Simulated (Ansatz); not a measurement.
Candidates (primitive cells; geometry: relaxed with this functional, without spin-orbit coupling):
A. PtAl₂ (Fm-3m), a = b = c = 4.169 Å, α = β = γ = 60.00°
B. LiPd (P-6m2), a = 2.742 Å, b = 2.742 Å, c = 4.147 Å, α = 90.00°, β = 90.00°, γ = 120.00°
C. ScPd₃ (Pm-3m), a = b = c = 3.9417 Å, α = β = γ = 90.00°
D. NbB$_{2}$ (P6/mmm), a = 3.094 Å, b = 3.094 Å, c = 3.293 Å, α = 90.00°, β = 90.00°, γ = 120.00°

### Question
Rank these by electron-phonon coupling λ (highest first), as Ansatz (a first-principles code) with PBEsol, DFPT electron-phonon coupling, linearised Boltzmann equation gives it.

### Answer
D (0.69), A (0.40), C (0.24), B (0.140)

Metals; harmonic phonons. Halving the electron mesh moves these values by up to 6 %; q meshes are mostly untested. Some of the runs warned that the eigensolver left states short of its tolerance. Spin-orbit coupling is left out.

Formula and space group known from diffraction (Crystallography Open Database), not checked to be the room-temperature form: LiPd (P-6m2), ScPd3 (Pm-3m). The missing spin-orbit coupling matters most for PtAl2 (Fm-3m).
